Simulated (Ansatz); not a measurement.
```yaml
crystal:
  lattice:
    - [25.50000, 0.00000, 0.00000]
    - [0.00000, 25.50000, 0.00000]
    - [0.00000, 0.00000, 5.55244]
  atoms:
    - { symbol: Ga, position: [0.78055, 0.50000, 0.66696] }
    - { symbol: N, position: [0.77657, 0.56313, 0.83304] }
    - { symbol: N, position: [0.78368, 0.50000, 0.33304] }
    - { symbol: Ga, position: [0.75277, 0.62173, 0.66696] }
    - { symbol: N, position: [0.72179, 0.67687, 0.83304] }
    - { symbol: Ga, position: [0.77352, 0.56243, 0.16696] }
    - { symbol: N, position: [0.75559, 0.62309, 0.33304] }
    - { symbol: Ga, position: [0.67492, 0.71934, 0.66696] }
    - { symbol: N, position: [0.62309, 0.75559, 0.83304] }
    - { symbol: Ga, position: [0.71934, 0.67492, 0.16696] }
    - { symbol: N, position: [0.67687, 0.72179, 0.33304] }
    - { symbol: Ga, position: [0.56243, 0.77352, 0.66696] }
    - { symbol: N, position: [0.50000, 0.78368, 0.83304] }
    - { symbol: Ga, position: [0.62173, 0.75277, 0.16696] }
    - { symbol: N, position: [0.56313, 0.77657, 0.33304] }
    - { symbol: Ga, position: [0.43757, 0.77352, 0.66696] }
    - { symbol: N, position: [0.37691, 0.75559, 0.83304] }
    - { symbol: Ga, position: [0.50000, 0.78055, 0.16696] }
    - { symbol: N, position: [0.43687, 0.77657, 0.33304] }
    - { symbol: Ga, position: [0.32508, 0.71934, 0.66696] }
    - { symbol: N, position: [0.27821, 0.67687, 0.83304] }
    - { symbol: Ga, position: [0.37827, 0.75277, 0.16696] }
    - { symbol: N, position: [0.32313, 0.72179, 0.33304] }
    - { symbol: Ga, position: [0.24723, 0.62173, 0.66696] }
    - { symbol: N, position: [0.22343, 0.56313, 0.83304] }
    - { symbol: Ga, position: [0.28066, 0.67492, 0.16696] }
    - { symbol: N, position: [0.24441, 0.62309, 0.33304] }
    - { symbol: Ga, position: [0.21945, 0.50000, 0.66696] }
    - { symbol: N, position: [0.22343, 0.43687, 0.83304] }
    - { symbol: Ga, position: [0.22648, 0.56243, 0.16696] }
    - { symbol: N, position: [0.21632, 0.50000, 0.33304] }
    - { symbol: Ga, position: [0.24723, 0.37827, 0.66696] }
    - { symbol: N, position: [0.27821, 0.32313, 0.83304] }
    - { symbol: Ga, position: [0.22648, 0.43757, 0.16696] }
    - { symbol: N, position: [0.24441, 0.37691, 0.33304] }
    - { symbol: Ga, position: [0.32508, 0.28066, 0.66696] }
    - { symbol: N, position: [0.37691, 0.24441, 0.83304] }
    - { symbol: Ga, position: [0.28066, 0.32508, 0.16696] }
    - { symbol: N, position: [0.32313, 0.27821, 0.33304] }
    - { symbol: Ga, position: [0.43757, 0.22648, 0.66696] }
    - { symbol: N, position: [0.50000, 0.21632, 0.83304] }
    - { symbol: Ga, position: [0.37827, 0.24723, 0.16696] }
    - { symbol: N, position: [0.43687, 0.22343, 0.33304] }
    - { symbol: Ga, position: [0.56243, 0.22648, 0.66696] }
    - { symbol: N, position: [0.62309, 0.24441, 0.83304] }
    - { symbol: Ga, position: [0.50000, 0.21945, 0.16696] }
    - { symbol: N, position: [0.56313, 0.22343, 0.33304] }
    - { symbol: Ga, position: [0.67492, 0.28066, 0.66696] }
    - { symbol: N, position: [0.72179, 0.32313, 0.83304] }
    - { symbol: Ga, position: [0.62173, 0.24723, 0.16696] }
    - { symbol: N, position: [0.67687, 0.27821, 0.33304] }
    - { symbol: Ga, position: [0.75277, 0.37827, 0.66696] }
    - { symbol: N, position: [0.77657, 0.43687, 0.83304] }
    - { symbol: Ga, position: [0.71934, 0.32508, 0.16696] }
    - { symbol: N, position: [0.75559, 0.37691, 0.33304] }
    - { symbol: Ga, position: [0.77352, 0.43757, 0.16696] }
```

Method: PBE (plane waves to 420 eV, PAW; Ansatz, a first-principles code). Mesh 1×1×6. No spin polarisation. It repeats along c; a and b span vacuum. A hypothetical model, rolled from the flat sheet. Symmetry and one short period hold its shape; lower forms weren't sought.

Question: Tabulate the two highest filled and two lowest empty levels along the axis, from the valence top.

Answer: 
| k (2π/c) | v2 (eV) | v1 (eV) | c1 (eV) | c2 (eV) |
|---|---|---|---|---|
| 0.000 | 0.00 | 0.00 | 2.09 | 2.37 |
| 0.042 | -0.01 | -0.01 | 2.13 | 2.40 |
| 0.083 | -0.02 | -0.02 | 2.23 | 2.48 |
| 0.125 | -0.05 | -0.05 | 2.38 | 2.60 |
| 0.167 | -0.09 | -0.09 | 2.55 | 2.75 |
| 0.208 | -0.13 | -0.13 | 2.74 | 2.92 |
| 0.250 | -0.18 | -0.18 | 2.94 | 3.10 |
| 0.292 | -0.21 | -0.21 | 3.14 | 3.29 |
| 0.333 | -0.24 | -0.24 | 3.33 | 3.48 |
| 0.375 | -0.27 | -0.27 | 3.53 | 3.67 |
| 0.417 | -0.31 | -0.31 | 3.72 | 3.87 |
| 0.458 | -0.31 | -0.31 | 3.90 | 4.05 |
| 0.500 | -0.31 | -0.31 | 4.08 | 4.08 |
